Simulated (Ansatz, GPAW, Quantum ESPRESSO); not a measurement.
## Mg3CdO4 (P1, 8 atoms in the cell) computed with different codes at matched settings

Self-consistent single point, at a second geometry (atoms moved at random). First geometry:

```xyz
8
Lattice="4.4466 0.0000 0.0000 0.0000 4.4466 0.0000 0.0000 0.0000 4.4466" Properties=species:S:1:pos:R:3 pbc="T T T"
Mg     0.0000     2.2233     2.2233
Mg     2.2233     0.0000     2.2233
Mg     2.2233     2.2233     0.0000
Cd     0.0000     0.0000     0.0000
O      2.2233     0.0000     0.0000
O      0.0000     2.2233     0.0000
O      0.0000     0.0000     2.2233
O      2.2233     2.2233     2.2233
```

Second geometry:
```
Mg3CdO4
1.0
    4.44664     0.00000     0.00000
    0.00000     4.44664     0.00000
    0.00000     0.00000     4.44664
Mg Cd O
3 1 4
Direct
  0.00704   0.50089   0.50846
  0.48075   0.99968   0.49803
  0.49200   0.49679   0.98240
  0.99820   0.99946   0.00707
  0.49326   0.99310   0.00409
  0.01282   0.49119   0.99256
  0.00722   0.01831   0.51440
  0.50871   0.50058   0.49299
```

Shared settings, as Ansatz (a quantum-chemistry and plane-wave program) writes them: kpoints.mp_grid.grid = 6 6 6; scf.occupations.method = fixed. Potentials and cutoffs stand in the table.

| code | model | ΔF from the first geometry (meV/atom) | pressure (GPa) | largest force (eV/Å) | gap on the mesh (eV) | cutoff |
|---|---|---|---|---|---|---|
| Ansatz | PBEsol, PAW files made with PBE | 14.4 | -4.95 | 0.729 | 0.979 | 30.9 Ry |
| GPAW | PBEsol, GPAW PAW datasets PBEsol (made by gpaw-setup) | 14.7 | – | 0.735 | 0.950 | 900 eV |
| Quantum ESPRESSO | PBEsol, GBRV 1.5 ultrasoft (PBESOL) pseudopotentials | 14.5 | -4.04 | 0.742 | 0.939 | 40 Ry |

Size of the force on each atom (eV/Å): Sizes of forces hide their directions.

```csv
code,Mg1,Mg2,Mg3,Cd4,O5,O6,O7,O8
Ansatz,0.390,0.539,0.523,0.703,0.430,0.636,0.729,0.325
GPAW,0.396,0.555,0.536,0.705,0.432,0.641,0.735,0.320
Quantum ESPRESSO,0.392,0.540,0.523,0.742,0.442,0.653,0.740,0.325
```

A dash marks a value that a program does not give, or that is left out as unsure.

Gaps are read on the mesh.

The spread over the programs that give each value: ΔF from the first geometry within 0.3 meV/atom; pressure within 0.91 GPa; largest force within 0.013 eV/Å; gap on the mesh within 0.040 eV.

Ansatz's pressure is given at a fixed set of plane waves, as the other plane-wave codes print theirs; with its correction for the finite basis it is -4.58 GPa (the shift of 0.37 GPa shows how far the cutoff is from converged). The pressure of GPAW is left out: its cutoff lies under the one at which its stress was checked.

The starting cell comes from a database of computed structures (which also holds hypothetical and non-ambient phases and stackings), without a prior relaxation at this level. For this run, on top of that: atoms moved at random.

Left out of this page: CP2K (unsound by tests on forces, stress, charge or solver warnings).

Keys are those of Ansatz 0.2.
